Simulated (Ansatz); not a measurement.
Cells marked so need not be the phases stable at ambient conditions, and some may be hypothetical.

The gap is the functional's own, uncorrected, and κ follows it; spin-orbit coupling is left out. Mid-gap values are interpolated between the computed energies.

A. MgO (P6_3/mmc, not sure to be the ambient phase, 4 atoms a cell, 11.0 Å³ an atom), along the normal of (100)
B. GaP (R-3m, not sure to be the ambient phase, 4 atoms a cell, 21.0 Å³ an atom, -2 GPa at this level), along the normal of (001)
C. CuI (F-43m, zinc blende, 2 atoms a cell, 26.6 Å³ an atom), along the normal of (111)
D. SiC (F-43m, zinc blende, 2 atoms a cell, 10.3 Å³ an atom), along the normal of (001)

Task: Order them by mid-gap decay constant of the slowest evanescent state (lowest first) at the level r2SCAN run with Ansatz (an electronic-structure program).

Result: B (0.10 1/Å), C (0.14 1/Å), D (0.21 1/Å), A (0.34 1/Å)
